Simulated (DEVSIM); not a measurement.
Structure: illuminated Ge p-on-n cell, one wavelength, at 300 K.

Layer 1 from the left is Ge, thickness (μm) 0.120, Na (cm⁻³) 9e17, τn (s) 2.4e-8, τp (s) 4.6e-8, absorption coefficient (cm⁻¹) 290. Layer 2 from the left is Ge, thickness (μm) 24.0, Nd (cm⁻³) 5e15, τn (s) 2e-7, τp (s) 2e-7, absorption coefficient (cm⁻¹) 290.

Left contact: ohmic, minority electron recombination velocity 7000 cm/s. Right contact: ohmic, minority hole recombination velocity 100 cm/s. Voltage is applied to the left contact. Recombination: SRH at mid-gap, radiative, Auger. Light enters at the left, 3.9e18 photons cm⁻² s⁻¹, one pass, no reflection. Mobility is μmin + (μ − μmin)/(1 + (N/Nref)^α).

Constants are typed, rounded textbook-type inputs, not results; the design itself was drawn at random and stands for no fabricated device. Values at 300 K.

Ge: gap (eV) 0.664, affinity (eV) 4, permittivity 16, Nc (cm⁻³) 1.04e19, Nv (cm⁻³) 6e18, μn (cm²/Vs) 3900, μp (cm²/Vs) 1900, μn,min 150, μp,min 100, Nref,n 2.6e17, Nref,p 4e17, αn 0.56, αp 0.6, B (cm³/s) 6.4e-14, Cn (cm⁶/s) 1e-31, Cp (cm⁶/s) 1e-31.

DEVSIM, 1D drift-diffusion, Boltzmann statistics, complete ionisation; no tunnelling, impact ionisation, image-force lowering or self-heating.

Problem. What does the simulation give for the short-circuit current, the largest field in the device at zero bias, the open-circuit voltage, the share of generated pairs collected at short circuit?

Solution. short-circuit current 269 mA/cm²; largest field in the device at zero bias 47000 V/cm; open-circuit voltage 0.197 V; share of generated pairs collected at short circuit 0.855.
